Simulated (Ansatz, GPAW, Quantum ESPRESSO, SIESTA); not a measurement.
**MgPt₇ (Fm-3m, 8 atoms in the cell) computed with different codes at matched settings**

Self-consistent single point.

```xyz
8
Lattice="0.0000 3.9365 3.9365 3.9365 0.0000 3.9365 3.9365 3.9365 0.0000" Properties=species:S:1:pos:R:3 pbc="T T T"
Mg     0.0000     0.0000     0.0000
Pt     0.0000     1.9683     1.9683
Pt     1.9683     3.9365     1.9683
Pt     3.9365     1.9683     1.9683
Pt     1.9683     0.0000     1.9683
Pt     1.9683     1.9683     3.9365
Pt     1.9683     1.9683     0.0000
Pt     3.9365     3.9365     3.9365
```

All programs got the same cell, k-point mesh and kind of occupations (in Ansatz's words: kpoints.mp_grid.grid = 6 6 6; scf.occupations.method = gaussian; scf.occupations.width = 0.272 eV); potentials, basis and cutoffs are each program's usual ones.

```json
[
 {"code": "Quantum ESPRESSO", "model": "PBEsol, GBRV 1.5 ultrasoft (PBESOL) pseudopotentials", "pressure (GPa)": "-5.05", "k-points": "16", "cutoff": "40 Ry"},
 {"code": "GPAW", "model": "PBEsol, GPAW PAW datasets PBEsol (made by gpaw-setup)", "pressure (GPa)": "-3.66", "k-points": "16", "cutoff": "800 eV"},
 {"code": "Ansatz", "model": "PBEsol, default PAW files made with PBE", "pressure (GPa)": "-3.74", "k-points": "16", "cutoff": "default"},
 {"code": "SIESTA", "model": "GGA PBEsol, numerical atomic orbitals DZP, PseudoDojo PBEsol standard norm-conserving potentials (rewritten from UPF to PSML)", "pressure (GPa)": "-4.92", "k-points": "132", "cutoff": "grid 400 Ry"}
]
```

The spread over the programs that give each value: pressure within 1.39 GPa.

The starting cell comes from a database of computed structures (which also holds hypothetical and non-ambient phases and stackings), without a prior relaxation at this level. On Ansatz's run: Spin-orbit coupling is off. Spin polarisation is off. In the base run, with a pressure of about -4 GPa the cell is away from its equilibrium volume at this level.

Why do the programs differ, and what cannot be compared?

Differences of this kind can come from the potentials, where these differ, and from what each basis and cutoff leave unconverged. The valence holds different numbers of electrons (Quantum ESPRESSO 122, GPAW 122, Ansatz (a program for electronic structure) 136, SIESTA 136). The zero of total energies and Fermi levels follows the potentials and each program's conventions, so they are not compared here. SIESTA uses small atom-centred bases, whose incompleteness enters pressures, forces and empty levels differently from a plane-wave cutoff. Ansatz's pressure is given at a fixed set of plane waves, as the other plane-wave codes print theirs; with its correction for the finite basis it is -3.69 GPa. The programs reduce the same mesh by symmetry to different extents, which changes the work and not the result. In the pressure, Quantum ESPRESSO (by 1.31) and SIESTA (by 1.18) lie more than 1 GPa from the median of the plane-wave programs.

Left out of this page: ABINIT (stopped by limits of time or memory); Elk and FLEUR (not drawn, or without a comparable value).

Keys are those of Ansatz 0.2.
